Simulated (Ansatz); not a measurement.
## HfO2 under a change: pressure −2 GPa

Take HfO₂ (space group P4_2/nmc, No. 137; a = 3.577 Å, c = 5.204 Å) as the base.

Modification: a negative pressure, −2 GPa.

The values are results of Kohn–Sham DFT with the r2SCAN functional, run in Ansatz (a first-principles code) with PAW and 500 eV plane waves, no spin-orbit coupling, earlier PAW set, not measurements. k-mesh 9×9×7 (Γ-centred); smearing 0.05 eV (Fermi–Dirac).

The volume per atom grows by 0.12 Å³ to 11.22 Å³ and the density drops by 0.11 g/cm³, from 10.50 g/cm³ to 10.39 g/cm³. The lattice parameter a grows by 0.009 Å to 3.586 Å and the c/a ratio goes up by 0.004 (1.455 → 1.459). The shortest interatomic distance stays essentially unchanged (2.059 Å against 2.060 Å) and the enthalpy H = E + PV relative to the base's energy is -0.14 eV/atom. The band gap is nearly the same (5.27 eV against 5.26 eV) and the gap character remains indirect, Z → Γ. The smallest direct gap is nearly the same (5.34 eV against 5.33 eV) and the width of the top valence band stays essentially unchanged (0.98 eV against 0.96 eV). The electron mass goes from 1.0 mₑ along c, 0.89 mₑ across (at Γ) to 1.0 mₑ along c, 0.91 mₑ across (at Γ).

With Hf present, leaving out spin-orbit coupling can change the band edges. Load acts through the strain it causes; cell and atoms are relaxed under it. Masses are band curvatures over ±0.01 Å⁻¹ around the edge. Stability against distortions was not tested. This is not the structure that HfO2 has at room temperature and ambient pressure.
